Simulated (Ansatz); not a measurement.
Partial pair distribution functions of a relaxed model of amorphous Zr₂₀O₄₂Sn, broadened by 0.06 Å; density 5.34 g/cm³. All values below come from PBE, scalar-relativistic without spin-orbit coupling (plane waves to 420 eV, PAW; Ansatz, a quantum-chemistry and plane-wave program).

It comes from a melt-quench run on a machine-learned potential (CHGNet), relaxed afterwards by DFT. O atoms were pushed apart under 1.9 Å during the dynamics, to hinder bonds among them. The hot cell started wider than the set density and was brought back towards it in steps. It is the lowest in DFT energy of 2 quenches. It is a model cell: composition and starting density were chosen by hand, and all elements were melted together. No dispersion term was used. Its density started from a set value of 5.34 and ended at 5.34 g/cm³. The simulated quench (nominally 300 K/ps over its main leg) is rapid and tends to freeze in more defects than a deposited or slowly cooled glass has. Values belong to this one cell and scatter from quench to quench. The volume was held where the preparation left it and the shape relaxed, at a PBE pressure of -0.5 GPa (tension). Stress components on the final sampling reach 0.6 GPa. On a 2×2×2 Γ-centred mesh force components of up to 0.13 eV/Å stay, since the relaxation ran on the zone centre alone.

```json
[
 {"r (Å)": "1.75", "g Zr-O": "0.00", "g O-Sn": "0.00", "g Zr-Zr": "0.00", "g O-O": "0.00"},
 {"r (Å)": "1.85", "g Zr-O": "0.20", "g O-Sn": "0.16", "g Zr-Zr": "0.00", "g O-O": "0.00"},
 {"r (Å)": "1.95", "g Zr-O": "1.94", "g O-Sn": "2.83", "g Zr-Zr": "0.00", "g O-O": "0.00"},
 {"r (Å)": "2.05", "g Zr-O": "5.46", "g O-Sn": "8.84", "g Zr-Zr": "0.00", "g O-O": "0.00"},
 {"r (Å)": "2.15", "g Zr-O": "6.88", "g O-Sn": "7.49", "g Zr-Zr": "0.00", "g O-O": "0.00"},
 {"r (Å)": "2.25", "g Zr-O": "3.74", "g O-Sn": "1.76", "g Zr-Zr": "0.00", "g O-O": "0.00"},
 {"r (Å)": "2.35", "g Zr-O": "1.70", "g O-Sn": "0.07", "g Zr-Zr": "0.00", "g O-O": "0.14"},
 {"r (Å)": "2.45", "g Zr-O": "1.07", "g O-Sn": "0.00", "g Zr-Zr": "0.00", "g O-O": "0.98"},
 {"r (Å)": "2.55", "g Zr-O": "0.45", "g O-Sn": "0.00", "g Zr-Zr": "0.00", "g O-O": "2.21"},
 {"r (Å)": "2.65", "g Zr-O": "0.23", "g O-Sn": "0.00", "g Zr-Zr": "0.00", "g O-O": "2.75"},
 {"r (Å)": "2.75", "g Zr-O": "0.06", "g O-Sn": "0.00", "g Zr-Zr": "0.00", "g O-O": "2.27"},
 {"r (Å)": "2.85", "g Zr-O": "0.09", "g O-Sn": "0.00", "g Zr-Zr": "0.00", "g O-O": "2.19"},
 {"r (Å)": "2.95", "g Zr-O": "0.29", "g O-Sn": "0.00", "g Zr-Zr": "0.01", "g O-O": "1.97"},
 {"r (Å)": "3.05", "g Zr-O": "0.31", "g O-Sn": "0.07", "g Zr-Zr": "0.30", "g O-O": "1.33"},
 {"r (Å)": "3.15", "g Zr-O": "0.34", "g O-Sn": "0.82", "g Zr-Zr": "1.24", "g O-O": "1.13"},
 {"r (Å)": "3.25", "g Zr-O": "0.31", "g O-Sn": "0.60", "g Zr-Zr": "1.92", "g O-O": "1.23"},
 {"r (Å)": "3.35", "g Zr-O": "0.37", "g O-Sn": "0.19", "g Zr-Zr": "3.40", "g O-O": "1.04"},
 {"r (Å)": "3.45", "g Zr-O": "0.21", "g O-Sn": "0.85", "g Zr-Zr": "3.37", "g O-O": "0.74"},
 {"r (Å)": "3.55", "g Zr-O": "0.33", "g O-Sn": "0.45", "g Zr-Zr": "2.51", "g O-O": "0.69"},
 {"r (Å)": "3.65", "g Zr-O": "0.51", "g O-Sn": "1.12", "g Zr-Zr": "1.75", "g O-O": "0.62"},
 {"r (Å)": "3.75", "g Zr-O": "0.72", "g O-Sn": "1.10", "g Zr-Zr": "1.51", "g O-O": "0.74"},
 {"r (Å)": "3.85", "g Zr-O": "1.03", "g O-Sn": "1.67", "g Zr-Zr": "1.74", "g O-O": "0.75"},
 {"r (Å)": "3.95", "g Zr-O": "1.21", "g O-Sn": "1.70", "g Zr-Zr": "1.77", "g O-O": "0.93"},
 {"r (Å)": "4.05", "g Zr-O": "1.49", "g O-Sn": "1.51", "g Zr-Zr": "1.66", "g O-O": "1.37"},
 {"r (Å)": "4.15", "g Zr-O": "1.54", "g O-Sn": "2.02", "g Zr-Zr": "1.50", "g O-O": "1.03"},
 {"r (Å)": "4.25", "g Zr-O": "1.38", "g O-Sn": "1.75", "g Zr-Zr": "1.09", "g O-O": "0.79"},
 {"r (Å)": "4.35", "g Zr-O": "1.29", "g O-Sn": "1.58", "g Zr-Zr": "0.40", "g O-O": "0.63"},
 {"r (Å)": "4.45", "g Zr-O": "1.26", "g O-Sn": "0.52", "g Zr-Zr": "0.33", "g O-O": "0.77"}
]
```

Within 2.74 Å each Zr has 6.65 O neighbours on average.
